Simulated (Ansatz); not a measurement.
Consider Au in the fcc (Cu type) structure (space group Fm-3m, No. 225; a = 4.048 Å; relaxed with 0.1 eV smearing). Axes: x, y, z lie along the cube axes.

The values are results of LDA (Ansatz, a first-principles code), no spin-orbit coupling, not measurements.

Now apply this change: compressive biaxial strain of 1.25 % in the plane normal to [111], as in epitaxy on a mismatched substrate; the out-of-plane cell vector and the atoms relax.

### Question
What happens to the ratio −ε⊥/ε∥?

### Answer
The ratio −ε⊥/ε∥ amounts to 1.39.

### Question
What does the calculation give for the in-plane stress after the change?

### Answer
The mean in-plane stress (compression positive) amounts to +2.6 GPa.

Whether these cells are dynamically stable was not tested.
